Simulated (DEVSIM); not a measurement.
## abrupt GaAs p-n junction

Structure: abrupt GaAs p-n junction, at 300 K.

| layer (left to right) | material | thickness (μm) | Nd (cm⁻³) | Na (cm⁻³) | τn (s) | τp (s) |
|---|---|---|---|---|---|---|
| 1 | GaAs | 0.350 | - | 3.1e17 | 6.3e-10 | 6.3e-10 |
| 2 | GaAs | 17.0 | 5.1e15 | - | 6.3e-10 | 6.3e-10 |

Left contact: ohmic. Right contact: ohmic. Voltage is applied to the left contact. Recombination: SRH at mid-gap. Mobility is μmin + (μ − μmin)/(1 + (N/Nref)^α).

This is a model device: material constants are rounded textbook-type values typed into the input, and sizes, dopings and lifetimes were drawn at random. Values at 300 K.

| parameter | GaAs |
|---|---|
| gap (eV) | 1.424 |
| affinity (eV) | 4.07 |
| permittivity | 12.9 |
| Nc (cm⁻³) | 4.7e17 |
| Nv (cm⁻³) | 9e18 |
| μn (cm²/Vs) | 8500 |
| μp (cm²/Vs) | 400 |
| μn,min | 500 |
| μp,min | 20 |
| Nref,n | 6e16 |
| Nref,p | 1.5e17 |
| αn | 0.39 |
| αp | 0.38 |

Simulated with DEVSIM: 1D drift-diffusion, Boltzmann statistics, complete ionisation; no tunnelling, impact ionisation, image-force lowering or self-heating.

```
Item                                                Value
---------------------------------------------  ----------
Potential step across the device at zero bias     1.220 V
Largest field in the device at zero bias       45000 V/cm
Dark forward voltage at 1 A/cm²                   0.974 V
Dark forward voltage at 100 A/cm²                 1.148 V
```

Dark reverse current:

```json
[
 {"V (V)": "-0.20", "J (A/cm²)": "-2.3e-9"},
 {"V (V)": "-0.50", "J (A/cm²)": "-4.7e-9"},
 {"V (V)": "-1.00", "J (A/cm²)": "-8.0e-9"},
 {"V (V)": "-1.50", "J (A/cm²)": "-1.1e-8"},
 {"V (V)": "-2.00", "J (A/cm²)": "-1.3e-8"},
 {"V (V)": "-3.00", "J (A/cm²)": "-1.8e-8"},
 {"V (V)": "-4.00", "J (A/cm²)": "-2.1e-8"},
 {"V (V)": "-5.00", "J (A/cm²)": "-2.5e-8"},
 {"V (V)": "-6.50", "J (A/cm²)": "-2.9e-8"},
 {"V (V)": "-8.00", "J (A/cm²)": "-3.3e-8"},
 {"V (V)": "-10.00", "J (A/cm²)": "-3.8e-8"}
]
```

Dark forward current:

```tsv
V (V)	J (A/cm²)
0.05	1.6e-9
0.10	5.5e-9
0.20	4.4e-8
0.25	1.2e-7
0.30	3.3e-7
0.35	9.0e-7
0.45	6.7e-6
0.50	1.9e-5
0.55	5.1e-5
0.65	0.00040
0.70	0.0011
0.75	0.0033
0.85	0.032
0.90	0.12
0.95	0.48
1.00	2.3
1.10	41
1.15	100
1.20	200
1.30	450
1.35	590
1.40	740
1.50	1100
1.55	1200
1.60	1400
1.65	1600
1.75	1900
1.80	2100
```
